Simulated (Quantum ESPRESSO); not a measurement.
Worked example: self-consistent single point of Y₂CuGe₆ (Amm2, 9 atoms in the cell) in Quantum ESPRESSO.

Computed with LDA (PZ), PSlibrary PAW (LDA) pseudopotentials (plane waves; Quantum ESPRESSO).

```
CELL_PARAMETERS angstrom
      4.09046     0.00000     0.00000
      0.00000     2.03649    10.68140
      0.00000    -2.03649    10.68140
ATOMIC_POSITIONS crystal
  Y  0.00000 0.00285 0.00285
  Y  0.00000 0.66887 0.66887
  Cu 0.50000 0.22330 0.22330
  Ge 0.00000 0.28357 0.28357
  Ge 0.00000 0.39946 0.39946
  Ge 0.50000 0.54415 0.54415
  Ge 0.50000 0.11460 0.11460
  Ge 0.50000 0.90021 0.90021
  Ge 0.50000 0.78398 0.78398
```

Reference input (self-consistent single point, DFT, LDA (PZ), plane waves, PSlibrary PAW (LDA) pseudopotentials): ecutwfc = 55 Ry; ecutrho = 385 Ry; occupations = smearing; smearing = fd; degauss = 0.0073499 Ry; K_POINTS = automatic 7 7 7 0 0 0; conv_thr = 1e-10 Ry; mixing_beta = 0.7. This run's input differs from it in these lines:

```diff
@@ -13,4 +13,4 @@
     ntyp = 3,
-    ecutwfc = 55,
-    ecutrho = 385,
+    ecutwfc = 44,
+    ecutrho = 308,
     occupations = 'smearing',
```

Output, abridged:

```
     Self-consistent Calculation

     iteration #  1     ecut=    44.00 Ry     beta= 0.70

---- Real-time Memory Report at c_bands before calling an iterative solver
           424 MiB given to the printing process from OS
           312 MiB allocation reported by mallinfo(arena+hblkhd)
------------------

     Threshold (ethr) on eigenvalues was too large:
     Diagonalizing with lowered threshold

---- Real-time Memory Report at c_bands before calling an iterative solver
           638 MiB given to the printing process from OS
           342 MiB allocation reported by mallinfo(arena+hblkhd)
------------------

   [... lines left out ...]

---- Real-time Memory Report at c_bands before calling an iterative solver
           666 MiB given to the printing process from OS
           364 MiB allocation reported by mallinfo(arena+hblkhd)
------------------

     total energy              =   -1707.15072966 Ry
     estimated scf accuracy    <          2.7E-10 Ry

     iteration # 15     ecut=    44.00 Ry     beta= 0.70

---- Real-time Memory Report at c_bands before calling an iterative solver
           666 MiB given to the printing process from OS
           364 MiB allocation reported by mallinfo(arena+hblkhd)
------------------
     End of self-consistent calculation

     the Fermi energy is     9.1020 ev

!    total energy              =   -1707.15072966 Ry
     estimated scf accuracy    <          4.1E-11 Ry
     smearing contrib. (-TS)   =      -0.00528116 Ry
     internal energy E=F+TS    =   -1707.14544851 Ry

      -> PAW hartree energy AE =     214.39131263 Ry
      -> PAW hartree energy PS =    -213.05281788 Ry
      -> PAW xc energy AE      =   -1467.57766039 Ry
      -> PAW xc energy PS      =     113.33825324 Ry
      -> total E_H with PAW    =     100.78936610 Ry
      -> total E_XC with PAW   =   -1473.86370223 Ry

     convergence has been achieved in  15 iterations

     Forces acting on atoms (cartesian axes, Ry/au):

     atom    1 type  1   force =     0.00000000    0.00000000    0.00003973
   [... lines left out ...]

     Total force =     0.015136     Total SCF correction =     0.000006

          total   stress  (Ry/bohr**3)                   (kbar)     P=      -55.97
  -0.00036853   0.00000000   0.00000000          -54.21        0.00        0.00
   0.00000000  -0.00041969   0.00000000            0.00      -61.74        0.00
   0.00000000   0.00000000  -0.00035311            0.00        0.00      -51.94

   JOB DONE.
```

The run converged in 15 iterations. Against the reference run the free energy rises by 6.4 meV/atom, the pressure moves little (-5.52 to -5.60 GPa) and the largest force hardly changes (0.218 to 0.220 eV/Å).

The starting cell comes from a database of computed structures (which also holds hypothetical and non-ambient phases and stackings), without a prior relaxation at this level. Spin polarisation is off.

Cost on one core of a shared machine: roughly 10 min.
